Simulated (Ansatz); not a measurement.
In a (7,0) BN nanotube, the lowest empty band has its minimum at Γ and lies 0.021 eV higher 0.0453 Å⁻¹ away along the axis.

Calculation: PBE (plane waves to 420 eV, PAW; Ansatz, a first-principles code). Mesh 1×1×8. No spin polarisation. It repeats along c; a and b span vacuum. An idealised model, rolled from the flat sheet. Symmetry and one short period hold its shape; lower forms weren't sought.

Task: Estimate the electron mass along the axis.

Result: For a parabola ΔE = ħ²Δk²/2m, and ħ²/2mₑ = 3.810 eV Å². So m/mₑ = 3.810 × 0.0453²/0.021 = 0.37. The curvature over a step a third as long gives 0.37; the band is close to a parabola here.
